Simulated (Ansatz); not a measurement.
**Habitual settings against a tight run: Sc2AlSi2 (P4/mbm, 10 atoms in the cell)**

Self-consistent single point.

```
CELL_PARAMETERS angstrom
      6.55482     0.00000     0.00000
      0.00000     6.55482     0.00000
      0.00000     0.00000     4.00070
ATOMIC_POSITIONS crystal
  Sc 0.67598 0.82402 0.50000
  Sc 0.32402 0.17598 0.50000
  Sc 0.17598 0.67598 0.50000
  Sc 0.82402 0.32402 0.50000
  Al 0.00000 0.00000 0.00000
  Al 0.50000 0.50000 0.00000
  Si 0.87390 0.62610 0.00000
  Si 0.12610 0.37390 0.00000
  Si 0.37390 0.87390 0.00000
  Si 0.62610 0.12610 0.00000
```

Method of the run: LDA (PW92), PAW files made with PBE (plane waves; Ansatz, a program for electronic structure).

Base settings: basis.ecutwfc = 420 eV; kpoints.mp_grid.grid = 4 4 6; kpoints.mp_grid.shift = 0.5 0.5 0.5; hamiltonian.xc = lda; hamiltonian.pseudopotentials = {kind: paw} (the program's default PAW files); scf.occupations.method = cold; scf.occupations.width = 0.136 eV.

Tight run (finer mesh or higher cutoff; not a proven limit): basis.ecutwfc: 420 eV → 590 eV; kpoints.mp_grid.grid: 4 4 6 → 6 6 9; scf.convergence.dr2_threshold: default (1e-07 eV) → 1e-09 eV. It gave Fermi level (on the code's own zero) 10.29 eV; pressure -4.05 GPa; largest force (vector length) 0.045 eV/Å.

Quick runs, as changes from the base:
- A: the base itself
- B: basis.ecutwfc: 420 eV → 210 eV; kpoints.mp_grid.grid: 4 4 6 → 4 4 4; scf.occupations.method: cold → fermi_dirac; scf.occupations.width: 0.136 eV → 0.5 eV; scf.convergence.dr2_threshold: default (1e-07 eV) → 0.0001 eV
- C: basis.ecutwfc: 420 eV → 295 eV; kpoints.mp_grid.grid: 4 4 6 → 4 4 4; scf.occupations.width: 0.136 eV → 0.272 eV
- D: basis.ecutwfc: 420 eV → 250 eV; kpoints.mp_grid.grid: 4 4 6 → 6 6 6; scf.convergence.dr2_threshold: default (1e-07 eV) → 0.0001 eV
- E: basis.ecutwfc: 420 eV → 335 eV; kpoints.mp_grid.grid: 4 4 6 → 6 6 6; scf.convergence.dr2_threshold: default (1e-07 eV) → 0.001 eV

Energies are extrapolated to zero smearing width, which holds to low order in the width alone.

The count of work is k-points × plane waves × bands × iterations; it is no time. 

Pressures in the table are Ansatz's without its Pulay estimate, at a fixed set of plane waves; the tight run's value above holds the estimate.

The starting cell comes from a database of computed structures (which also holds hypothetical and non-ambient phases and stackings), without a prior relaxation at this level. Its lattice was rescaled by a random factor within 2.5 % of one. In the base run, with a pressure of about -4 GPa the cell is away from its equilibrium volume at this level.

| run | energy less tight (meV/atom) | pressure less tight (GPa) | largest miss in a force vector (eV/Å) | count of work / tight |
|---|---|---|---|---|
| A | -1.9 | -0.02 | 0.015 | 0.14 |
| B | 517.4 | -18.49 | 0.062 | 0.034 |
| C | 23.8 | -1.58 | 0.063 | 0.056 |
| D | 124.6 | -6.45 | 0.020 | 0.11 |
| E | 3.7 | -0.39 | 0.007 | 0.14 |

Among the runs at the tight run's level, the energy misses run from 1.9 to 517.4 meV/atom.

Left out of this page: 1 run of the series outside the window shown, repeating another row's setting, or not comparable.

Keys are those of Ansatz 0.2.
